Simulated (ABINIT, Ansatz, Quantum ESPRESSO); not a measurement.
One structure in several programs: W (Im-3m, 1 atom in the cell)

Self-consistent single point.

```xyz
1
Lattice="-1.5852 1.5852 1.5852 1.5852 -1.5852 1.5852 1.5852 1.5852 -1.5852" Properties=species:S:1:pos:R:3 pbc="T T T"
W      0.0000     0.0000     0.0000
```

Shared settings, as Ansatz (a first-principles code) writes them: kpoints.mp_grid.grid = 19 19 19; magnetization.spin_orbit = true; scf.occupations.method = fermi_dirac; scf.occupations.width = 0.136 eV. Potentials and cutoffs stand in the table.

```tsv
code	model	pressure (GPa)	cutoff
Ansatz	PBE with spin-orbit coupling, PAW files	4.29	default
ABINIT	PBE, spin-orbit coupling, PAW (JTH v2.0 PBE PAW)	4.78	20 Ha
Quantum ESPRESSO	PBE, spin-orbit coupling, PseudoDojo fully relativistic norm-conserving (PBE) pseudopotentials	4.86	75 Ry
```

The spread over the programs that give each value: pressure within 0.57 GPa.

Ansatz's pressure is given at a fixed set of plane waves, as the other plane-wave codes print theirs; with its correction for the finite basis it is 4.41 GPa.

The starting cell comes from a database of computed structures (which also holds hypothetical and non-ambient phases and stackings), without a prior relaxation at this level.

Left out of this page: Elk and FLEUR (not drawn, or without a comparable value).

Keys are those of Ansatz 0.2.
